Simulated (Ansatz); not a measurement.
## CdSe, response to strain

Start from CdSe in the wurtzite structure (space group P6_3mc, No. 186).

```
CdSe
1.0
    4.30194     0.00000     0.00000
   -2.15097     3.72559     0.00000
    0.00000     0.00000     7.02103
Cd Se
2 2
Direct
  0.33333   0.66667   0.00013
  0.66667   0.33333   0.50013
  0.33333   0.66667   0.37587
  0.66667   0.33333   0.87587
```

Cartesian axes are those of the cell as printed.

Strains are applied to the cell and any free atomic positions relax.

Calculations: PBEsol (Ansatz, a first-principles code, PAW, scalar-relativistic without spin-orbit coupling).

```tsv
uniaxial strain ε_zz (%)	band gap (eV)
0	0.54
0.6	0.52
1.2	?
1.8	0.47
2.4	0.45
3	0.42
```

**Question.** Fit E_g = E₀ + Dε (ε in %) to the rows shown and predict the withheld row.

**Answer.** Least squares on the printed values gives E₀ = 0.54 eV, D = -39.7 meV per % of strain (largest residual 0.00 eV); this predicts 0.49 eV, and the run gives 0.49 eV, in agreement.

Stability against distortions was not tested.
